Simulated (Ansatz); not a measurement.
# La2O3: O → S

Take La₂O₃ (space group P-3m1, No. 164; a = 3.906 Å, c = 6.039 Å) as the base.

Perturbation: every O is replaced by S; the structure is relaxed again.

The values are results of plane-wave PAW DFT at the PBEsol level (Ansatz, a quantum-chemistry and plane-wave program, 420 eV), no spin-orbit coupling, earlier PAW set, not measurements. Settings: 8×8×5 k-points, 0.05 eV Fermi–Dirac smearing, for the changed cell.

The volume per atom increases by 9.59 Å³ (15.96 Å³ → 25.55 Å³) and the density drops by 1.92 g/cm³ to 4.86 g/cm³. The lattice parameter a goes up by 0.7152 Å, from 3.906 Å to 4.622 Å and the c/a ratio drops by 0.052 to 1.494. The space group is still P-3m1 (No. 164) and the shortest interatomic distance increases by 0.429 Å (2.349 Å → 2.778 Å). The band gap shrinks by 1.66 eV (3.77 eV → 2.11 eV) and the gap character changes from indirect, L → K to direct at Γ. The width of the top valence band goes up by 0.33 eV (0.41 eV → 0.74 eV) and the hole mass comes out as 0.36 mₑ along c, 0.55 mₑ across (at Γ). The valence-band top at Γ (three highest levels, from the VBM) amounts to 0.00, -0.58, -0.58 eV.

Final structure:

```
CELL_PARAMETERS angstrom
      4.62170     0.00000     0.00000
     -2.31085     4.00251     0.00000
      0.00000     0.00000     6.90643
ATOMIC_POSITIONS crystal
  La 0.33333 0.66667 0.23707
  La 0.66667 0.33333 0.76293
  S  0.00000 0.00000 0.00000
  S  0.33333 0.66667 0.65108
  S  0.66667 0.33333 0.34892
```

Masses are band curvatures over ±0.01 Å⁻¹ around the edge. No phonon test of stability was made. As relaxed here, La2S3 is a hypothetical phase, not in the database extracts checked.
